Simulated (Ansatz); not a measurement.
The parent structure is Ba in the bcc (W type) structure (space group Im-3m, No. 229; a = 4.882 Å; relaxed with 0.1 eV smearing).

Calculations: PBEsol (Ansatz, a first-principles code, PAW, without spin-orbit coupling).

Before the change:

| Property | Value |
|---|---|
| Pressure | 0.0 GPa |
| Band gap | zero |

Now apply this change: every lattice vector is shortened by 1.00 %; the atoms relax in the strained cell.

Problem. Estimate the effect on the pressure.

Solution. The pressure goes from zero to 0.3 GPa.

Problem. What happens to the energy relative to the base?

Solution. The energy grows by 1.6 meV/atom.

Problem. Estimate the effect on the band gap.

Solution. The band gap remains zero.

No phonon test of stability was made.
